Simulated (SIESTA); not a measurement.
SIESTA run on K2TeCl6 (Fm-3m, 9 atoms in the cell): self-consistent single point.

Method of the run: SIESTA 5.4.2 with GGA PBEsol, numerical atomic orbitals TZP, PseudoDojo PBEsol standard norm-conserving potentials (rewritten from UPF to PSML).

```xyz
9
Lattice="0.0000 5.1383 5.1383 5.1383 0.0000 5.1383 5.1383 5.1383 0.0000" Properties=species:S:1:pos:R:3 pbc="T T T"
K      7.7075     7.7075     7.7075
K      2.5692     2.5692     2.5692
Te     0.0000     0.0000     0.0000
Cl     5.1383     5.1383     2.5745
Cl     5.1383     5.1383     7.7021
Cl     2.5745     5.1383     5.1383
Cl     7.7021     5.1383     5.1383
Cl     5.1383     2.5745     5.1383
Cl     5.1383     7.7021     5.1383
```

Reference input (self-consistent single point, DFT, GGA PBEsol, numerical atomic orbitals TZP, PseudoDojo PBEsol standard norm-conserving potentials (rewritten from UPF to PSML)): XC.functional = GGA; XC.authors = PBEsol; potentials = PseudoDojo PBEsol standard; PAO.BasisSize = TZP; PAO.EnergyShift = 0.005 Ry; MeshCutoff = 300 Ry; kgrid.MonkhorstPack = 6 6 6; OccupationFunction = FD; ElectronicTemperature = 10 K; MaxSCFIterations = 150; SCF.Mixer.Method = Pulay; SCF.Mixer.Weight = 0.25. This run's input differs from it in these lines:

```diff
@@ -36,5 +36,5 @@
 %block kgrid.MonkhorstPack
-    6   0   0  0.0
-    0   6   0  0.0
-    0   0   6  0.0
+    3   0   0  0.0
+    0   3   0  0.0
+    0   0   3  0.0
 %endblock kgrid.MonkhorstPack
```

Output (repeated stretches shortened):

```
        iscf     Eharris(eV)        E_KS(eV)     FreeEng(eV)     dDmax    Ef(eV) dHmax(eV)
   scf:    1    -7146.105539    -7153.069174    -7153.069174  1.040257 -3.828517 11.932634
   scf:    2    -7159.351797    -7157.220970    -7157.220970  0.117020 -3.563898  3.508866
   scf:    3    -7157.684720    -7157.509689    -7157.509689  0.046561 -4.450085  0.934297
   scf:    4    -7157.600799    -7157.564988    -7157.564988  0.034150 -4.889042  0.211376
   scf:    5    -7157.569111    -7157.568005    -7157.568005  0.010895 -5.039268  0.145745
   scf:    6    -7157.568678    -7157.568749    -7157.568749  0.002825 -4.988424  0.039097
   scf:    7    -7157.568301    -7157.568572    -7157.568572  0.001772 -4.974566  0.094833
   scf:    8    -7157.569006    -7157.568880    -7157.568880  0.001177 -4.997643  0.008668
   scf:    9    -7157.568883    -7157.568882    -7157.568882  0.000156 -4.999908  0.000299
   scf:   10    -7157.568882    -7157.568882    -7157.568882  0.000020 -4.999874  0.000204
SCF Convergence by DM+H criterion
max |DM_out - DM_in|         :     0.0000198104
max |H_out - H_in|      (eV) :     0.0002044308
SCF cycle converged after 10 iterations

Using DM_out to compute the final energy and forces

siesta: E_KS(eV) =            -7157.5689

siesta: E_KS - E_eggbox =     -7157.5689

siesta: Atomic forces (eV/Ang):
     1    0.000001    0.000001    0.000001
     2   -0.000001   -0.000001   -0.000001
     3   -0.000000   -0.000000   -0.000000
     4    0.000012    0.000012    0.049826
     5   -0.000012   -0.000012   -0.049826
     6    0.049826    0.000012    0.000012
     7   -0.049826   -0.000012   -0.000012
     8    0.000012    0.049826    0.000012
     9   -0.000012   -0.049826   -0.000012
   Tot   -0.000000   -0.000000    0.000000
   Max    0.049826
   Res    0.023488    sqrt( Sum f_i^2 / 3N )
   [... lines left out ...]
siesta: FreeEng =     -7157.568882
siesta: Cell volume =        271.327107 Ang**3
siesta:          -8.11714486         -6.60854062  kBar
   [... lines left out ...]

mulliken: Qtot =       76.000

Mulliken Atomic Populations:
Atom #   charge [q] valence [e]  Species
     1     0.146929    8.853071  K
     2     0.146929    8.853071  K
     3     0.263534   15.736466  Te
     4    -0.092899    7.092899  Cl
     5    -0.092899    7.092899  Cl
     6    -0.092899    7.092899  Cl
     7    -0.092899    7.092899  Cl
     8    -0.092899    7.092899  Cl
     9    -0.092899    7.092899  Cl
 Total    -0.000000
```

The run converged in 10 iterations. Against the reference run the free energy hardly moves (within 1 meV/atom), the pressure moves little (-0.82 to -0.81 GPa), the largest force hardly changes (0.053 to 0.050 eV/Å) and the gap on the mesh goes from 2.359 to 2.528 eV.

The starting cell comes from a database of computed structures (which also holds hypothetical and non-ambient phases and stackings), without a prior relaxation at this level. Its lattice was rescaled by a random factor within 2.5 % of one. Spin-orbit coupling is off. Values carry the incompleteness of an atom-centred basis. The basis of the alkali or alkaline-earth atoms may lack their empty d shell, which can raise the gap. Another mesh or the band path of this cell gives a smaller gap, so this value is not converged in the mesh.

Cost on one core of a shared machine: roughly 40 s.
